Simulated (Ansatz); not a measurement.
**A computed series for WSi2: response to strain**

Take WSi2 (space group I4/mmm, No. 139; relaxed with 0.1 eV smearing) as the base.

```
CELL_PARAMETERS angstrom
     -1.60611     1.60611     3.90325
      1.60611    -1.60611     3.90325
      1.60611     1.60611    -3.90325
ATOMIC_POSITIONS crystal
  W  0.00000 0.00000 0.00000
  Si 0.33482 0.33482 0.00000
  Si 0.66518 0.66518 0.00000
```

Cartesian axes are those of the cell as printed.

Strains are applied to the cell and any free atomic positions relax; under biaxial strain the out-of-plane vector relaxes too; under stress the whole cell relaxes.

All numbers come from Ansatz (a program for electronic structure), r2SCAN, PAW, cutoff 500 eV, scalar-relativistic without spin-orbit coupling, earlier PAW set.

Notes on the quantities. pressure: mean of the normal stresses, compression positive.

```tsv
variant	volume per atom	pressure	space group
base	13.42 Å³	0.0 GPa	I4/mmm (No. 139)
biaxial strain −4.54 %, plane normal [001], relaxed out of plane	12.48 Å³	19.0 GPa	I4/mmm (No. 139)
biaxial strain +1.28 %, plane normal [001], relaxed out of plane	13.71 Å³	-4.3 GPa	I4/mmm (No. 139)
biaxial strain +4.10 %, plane normal [001], relaxed out of plane	14.38 Å³	-12.2 GPa	I4/mmm (No. 139)
isotropic strain +2.03 %	14.26 Å³	-12.3 GPa	I4/mmm (No. 139)
isotropic strain +4.34 %	15.25 Å³	-22.3 GPa	I4/mmm (No. 139)
tensor shear ε_xy = +0.87 %	13.42 Å³	0.1 GPa	Fmmm (No. 69)
uniaxial stress, 3 GPa tension along x	13.49 Å³	–	Immm (No. 71)
tensor shear ε_yz = −0.18 %	13.42 Å³	0.0 GPa	C2/m (No. 12)
uniaxial stress, 5 GPa tension along z	13.51 Å³	–	I4/mmm (No. 139)
```

Stability under load was not tested beyond the relaxation. The final runs are not spin-polarised.
